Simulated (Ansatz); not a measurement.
**Evanescent states of ZnS (P6_3mc, 28 atoms a cell, 19.5 Å³ an atom) along the normal of (001)**

All values below come from r2SCAN (plane waves, PAW; Ansatz, a program for electronic structure).

No gap correction and no spin-orbit coupling; mid-gap is the computed energy nearest the middle.

Energies count from the valence-band top; κ is the least over a 12×12 mesh across the current.

```json
[
 {"E (eV)": "0.07", "κ (1/Å)": "0.060", "where": "Γ"},
 {"E (eV)": "0.21", "κ (1/Å)": "0.094", "where": "Γ"},
 {"E (eV)": "0.35", "κ (1/Å)": "0.116", "where": "Γ"},
 {"E (eV)": "0.49", "κ (1/Å)": "0.133", "where": "Γ"},
 {"E (eV)": "0.63", "κ (1/Å)": "…", "where": "Γ"},
 {"E (eV)": "0.77", "κ (1/Å)": "…", "where": "Γ"},
 {"E (eV)": "0.91", "κ (1/Å)": "…", "where": "Γ"},
 {"E (eV)": "1.05", "κ (1/Å)": "…", "where": "Γ"},
 {"E (eV)": "1.19", "κ (1/Å)": "…", "where": "Γ"},
 {"E (eV)": "1.33", "κ (1/Å)": "…", "where": "Γ"},
 {"E (eV)": "1.47", "κ (1/Å)": "…", "where": "Γ"},
 {"E (eV)": "1.61", "κ (1/Å)": "…", "where": "Γ"},
 {"E (eV)": "1.75", "κ (1/Å)": "…", "where": "Γ"},
 {"E (eV)": "1.89", "κ (1/Å)": "…", "where": "Γ"},
 {"E (eV)": "2.03", "κ (1/Å)": "…", "where": "Γ"},
 {"E (eV)": "2.17", "κ (1/Å)": "0.143", "where": "Γ"},
 {"E (eV)": "2.31", "κ (1/Å)": "0.128", "where": "Γ"},
 {"E (eV)": "2.45", "κ (1/Å)": "0.108", "where": "Γ"},
 {"E (eV)": "2.59", "κ (1/Å)": "0.077", "where": "Γ"}
]
```

Problem. Fill in the missing entries.

Solution. 
- 0.63, κ (1/Å): 0.145
- 0.77, κ (1/Å): 0.155
- 0.91, κ (1/Å): 0.163
- 1.05, κ (1/Å): 0.168
- 1.19, κ (1/Å): 0.172
- 1.33, κ (1/Å): 0.173
- 1.47, κ (1/Å): 0.173
- 1.61, κ (1/Å): 0.172
- 1.75, κ (1/Å): 0.168
- 1.89, κ (1/Å): 0.162
- 2.03, κ (1/Å): 0.154
